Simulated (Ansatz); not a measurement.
The reference is YN in the rock salt structure (space group Fm-3m, No. 225).

```
YN
1.0
    0.00000     2.44784     2.44784
    2.44784     0.00000     2.44784
    2.44784     2.44784     0.00000
Y N
1 1
Direct
  0.00000   0.00000   0.00000
  0.50000   0.50000   0.50000
```

Cartesian axes are those of the cell as printed.

The values are results of Ansatz (an electronic-structure program) r2SCAN, no spin-orbit coupling, not measurements.

Base values:

| Quantity | Value |
|---|---|
| Shortest interatomic distance | 2.448 Å |
| Pressure | 0.00 GPa |

Modification: tensile biaxial strain of 0.50 % in the plane normal to [001], as in epitaxy on a mismatched substrate; the out-of-plane cell vector and the atoms relax.

Question: Estimate the effect on the out-of-plane strain.

Answer: The out-of-plane strain amounts to -0.26 %.

Question: How does this affect the shortest interatomic distance?

Answer: The shortest interatomic distance falls by 0.006 Å, from 2.448 Å to 2.442 Å.

Question: How does this affect the pressure?

Answer: The pressure (mean of the normal stresses, compression positive) goes from zero to -1.21 GPa.

No phonon test of stability was made.
